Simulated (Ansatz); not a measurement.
Electronic density of states of amorphous Si₂₄O₄₉Mn, density 2.26 g/cm³, on a 2×2×2 Γ-centred mesh with a Gaussian width of 0.1 eV; energies count from the Fermi level, whose place inside the gap is arbitrary. Cell and mesh are small, so fine structure isn't converged. Computed with PBE, scalar-relativistic without spin-orbit coupling (plane waves to 420 eV, PAW; Ansatz, an electronic-structure program). Sampling: a 2×2×2 Γ-centred mesh; Fermi-Dirac width 0.01 eV; collinear spin, started from moments on atoms; no Hubbard U, moments started parallel, and no other order was tried (at the end a net moment of 5.0 μB). In the spin-polarised cell the level spacing at the Fermi energy can part levels of unlike spin. At PBE the levels at both edges of the gap are localised (band-tail or defect states), and the nearest spread-out levels lie 5.2 eV apart at the zone centre.

A CHGNet melt-quench gave the starting glass, which DFT then relaxed. O atoms were pushed apart under 1.9 Å during the dynamics, to hinder bonds among them. The hot cell started wider than the set density and was brought back towards it in steps. It is the lowest in DFT energy of 3 quenches. It is a model cell: composition and starting density were chosen by hand, and all elements were melted together. No dispersion term was used. Its density started from a set value of 2.26 and ended at 2.26 g/cm³. Cooling (nominally 320 K/ps over its main leg) ran many orders faster than in experiment, which tends to leave more defects and strain. One small periodic cell is one sample of the glass; other quenches scatter about these values. The volume was held where the preparation left it and the shape relaxed, at a PBE pressure of 0.7 GPa. Stress components on the final sampling reach 0.7 GPa.

(E - EF (eV), states/(eV atom)): (-12.00, 0.20); (-11.90, 0.15); (-11.80, 0.10); (-11.70, 0.15); (-11.60, 0.22); (-11.50, 0.16); (-11.40, 0.12); (-11.30, 0.17); (-11.20, 0.19); (-11.10, 0.22); (-11.00, 0.21); (-10.90, 0.20); (-10.80, 0.19); (-10.70, 0.20); (-10.60, 0.19); (-10.50, 0.18); (-10.40, 0.20); (-10.30, 0.22); (-10.20, 0.24); (-10.10, 0.21); (-10.00, 0.20); (-9.90, 0.16); (-9.80, 0.14); (-9.70, 0.18); (-9.60, 0.16); (-9.50, 0.16); (-9.40, 0.22); (-9.30, 0.26); (-9.20, 0.30); (-9.10, 0.31); (-9.00, 0.34); (-8.90, 0.43); (-8.80, 0.55); (-8.70, 0.65); (-8.60, 0.66); (-8.50, 0.54); (-8.40, 0.42); (-8.30, 0.37); (-8.20, 0.35); (-8.10, 0.44); (-8.00, 0.36); (-7.90, 0.11); (-7.80, 0.12); (-7.70, 0.30); (-7.60, 0.39); (-7.50, 0.59); (-7.40, 0.58); (-7.30, 0.39); (-7.20, 0.31); (-7.10, 0.33); (-7.00, 0.34); (-6.90, 0.37); (-6.80, 0.49); (-6.70, 0.50); (-6.60, 0.48); (-6.50, 0.49); (-6.40, 0.51); (-6.30, 0.52); (-6.20, 0.54); (-6.10, 0.55); (-6.00, 0.60); (-5.90, 0.64); (-5.80, 0.70); (-5.70, 0.75); (-5.60, 0.73); (-5.50, 0.73); (-5.40, 0.73); (-5.30, 0.75); (-5.20, 0.84); (-5.10, 0.81); (-5.00, 0.78); (-4.90, 0.85); (-4.80, 0.93); (-4.70, 0.92); (-4.60, 0.93); (-4.50, 0.89); (-4.40, 0.82); (-4.30, 0.79); (-4.20, 0.83); (-4.10, 0.91); (-4.00, 0.83); (-3.90, 0.78); (-3.80, 0.80); (-3.70, 0.61); (-3.60, 0.30); (-3.50, 0.23); (-3.40, 0.23); (-3.30, 0.28); (-3.20, 0.19); (-3.10, 0.09); (-3.00, 0.03); (-2.90, 0.02); (-2.80, 0.06); (-2.70, 0.05); (-2.60, 0.02); (-2.50, 0.06); (-2.40, 0.05); (-2.30, 0.01); (-2.20, 0.00); (-2.10, 0.00); (-2.00, 0.03); (-1.90, 0.07); (-1.80, 0.03); (-1.70, 0.01); (-1.60, 0.05); (-1.50, 0.06); (-1.40, 0.01); (-1.30, 0.02); (-1.20, 0.07); (-1.10, 0.04); (-1.00, 0.00); (-0.90, 0.00); (-0.80, 0.00); (-0.70, 0.00); (-0.60, 0.00); (-0.50, 0.00); (-0.40, 0.00); (-0.30, 0.00); (-0.20, 0.00); (-0.10, 0.00); (0.00, 0.00); (0.10, 0.00); (0.20, 0.00); (0.30, 0.00); (0.40, 0.00); (0.50, 0.00); (0.60, 0.00); (0.70, 0.00); (0.80, 0.00); (0.90, 0.00); (1.00, 0.00); (1.10, 0.04); (1.20, 0.07); (1.30, 0.06); (1.40, 0.09); (1.50, 0.08); (1.60, 0.06); (1.70, 0.04); (1.80, 0.07); (1.90, 0.06); (2.00, 0.03); (2.10, 0.06); (2.20, 0.11); (2.30, 0.09); (2.40, 0.08); (2.50, 0.07); (2.60, 0.05); (2.70, 0.08); (2.80, 0.09); (2.90, 0.07); (3.00, 0.08); (3.10, 0.08); (3.20, 0.07); (3.30, 0.07); (3.40, 0.08); (3.50, 0.10); (3.60, 0.15); (3.70, 0.18); (3.80, 0.15); (3.90, 0.16); (4.00, 0.17); (4.10, 0.16); (4.20, 0.19); (4.30, 0.21); (4.40, 0.24); (4.50, 0.27); (4.60, 0.33); (4.70, 0.33); (4.80, 0.32); (4.90, 0.37); (5.00, 0.40); (5.10, 0.43); (5.20, 0.47); (5.30, 0.43); (5.40, 0.46); (5.50, 0.54); (5.60, 0.57); (5.70, 0.57)

The level spacing at the Fermi energy on this mesh is 2.34 eV; the broadening fills part of it in the curve.
